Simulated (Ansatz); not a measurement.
Short convergence ladders for a (100) slab of LaCu2 (cut from a parent of space group no. 191; 6 atoms in the cell)

```yaml
crystal:
  lattice:
    - [4.31319, 0.00000, 0.00000]
    - [0.00000, 3.86251, 0.00000]
    - [0.00000, 0.00000, 20.22550]
  atoms:
    - { symbol: La, position: [0.50000, 0.00000, 0.40766] }
    - { symbol: Cu, position: [0.00000, 0.50000, 0.46922] }
    - { symbol: Cu, position: [0.00000, 0.50000, 0.34610] }
    - { symbol: La, position: [0.00000, 0.00000, 0.59234] }
    - { symbol: Cu, position: [0.50000, 0.50000, 0.65390] }
    - { symbol: Cu, position: [0.50000, 0.50000, 0.53078] }
```

Base method: PBEsol, default PAW files made with PBE (plane waves; Ansatz, a quantum-chemistry and plane-wave program).

Base settings: basis.ecutwfc = 420 eV; kpoints.mp_grid.grid = 6 7 1; hamiltonian.xc = pbesol; hamiltonian.pseudopotentials = {kind: paw} (the program's default PAW files); scf.occupations.method = fermi_dirac; scf.occupations.width = 0.1 eV.

The count of work is k-points × plane waves × bands × iterations; it is no time. Core times come from one kind of shared machine, to one figure; runs under 30 s give none.

**The vacuum**

The mesh stays at the base's, so the ladder's end is converged at best in this setting alone.

Only quantities that move along the ladder and can be compared are tabulated.

```csv
vacuum between outermost atoms (Å),free energy less the last step's (meV/atom),largest difference of a force vector from the last step's (eV/Å),count of work / last
3.0,-131.32,0.544,0.23
4.0,-24.78,0.173,0.28
5.0,1.13,0.035,0.31
6.0,2.25,0.011,0.34
7.0,1.08,0.005,0.37
8.0,0.44,0.002,0.39
10.0,0.06,0.000,0.45
12.0,0.01,0.000,0.50
14.0,0.00,0.000,0.56
17.0,0.00,0.000,0.64
20.0,0.00,0.000,0.72
25.0,0.00,0.000,0.86
30.0,0.00,0.000,1.0
```

Smallest vacuum between outermost atoms (Å) that holds the forces within 0.01 eV/Å of the last step, with all finer ones: 7.0, at 0.37 of the last step's count of work; the step before is off by 0.011 eV/Å.

Smallest vacuum between outermost atoms (Å) that holds the free energy within 2 meV/atom of the last step, with all finer ones: 7.0, at 0.37 of the last step's count of work; the step before is off by 2.2 meV/atom.

**The plane-wave cutoff**

The mesh stays at the base's, so the ladder's end is converged at best in this setting alone.

Only quantities that move along the ladder and can be compared are tabulated.

| basis.ecutwfc | free energy less the last step's (meV/atom) | largest difference of a force vector from the last step's (eV/Å) | count of work / last | core time / last (rough) |
|---|---|---|---|---|
| 210 eV | 7366.57 | 0.067 | 0.17 | – |
| 250 eV | 1718.89 | 0.042 | 0.18 | – |
| 295 eV | 251.46 | 0.083 | 0.23 | – |
| 355 eV | 9.23 | 0.007 | 0.27 | – |
| 420 eV | 1.73 | 0.001 | 0.40 | – |
| 505 eV | 0.38 | 0.000 | 0.47 | 0.4 |
| 630 eV | 0.11 | 0.000 | 0.65 | 0.5 |
| 840 eV | 0.00 | 0.000 | 1.0 | 1 |

Coarsest basis.ecutwfc that holds the forces within 0.01 eV/Å of the last step, with all finer ones: 355 eV, at 0.27 of the last step's count of work; the step before is off by 0.083 eV/Å.

Coarsest basis.ecutwfc that holds the free energy within 5 meV/atom of the last step, with all finer ones: 420 eV, at 0.40 of the last step's count of work; the step before is off by 9.2 meV/atom.

**The depth of the slab**

On the (100) slab of LaCu2 (cut from a parent of space group no. 191; 3 atoms in the cell), and deeper slabs.

Surface energy = (E_slab − N e_bulk)/2A, with e_bulk from the bulk crystal on its finest mesh (297 k-points); errors per atom of slab and bulk, whose meshes differ, grow with N. The bulk cell stands at -3.1 GPa at this level, so the slab is strained in the plane.

The mesh stays at the base's, so the ladder's end is converged at best in this setting alone.

Only quantities that move along the ladder and can be compared are tabulated.

```tsv
atoms	unrelaxed surface energy (J/m²)	count of work / last	core time / last (rough)
3	1.455	0.029	–
6	1.397	0.099	–
9	1.387	0.18	0.2
12	1.382	0.30	0.3
15	1.390	0.42	0.4
18	1.388	0.62	0.8
24	1.388	1.0	1
```

Smallest size that holds the unrelaxed surface energy within 0.02 J/m² of the last step, with all finer ones: 6, at 0.099 of the last step's count of work; the step before is off by 0.067 J/m².

On the base run: the starting cell comes from a database of computed structures (which also holds hypothetical and non-ambient phases and stackings), without a prior relaxation at this level. The slab is cut from that crystal, and its faces are unrelaxed. Its lattice was rescaled by up to half a per cent. Spin polarisation is off.

Left out of this page: 1 run of the series outside the window shown, repeating another row's setting, or not comparable.

Keys are those of Ansatz 0.2.
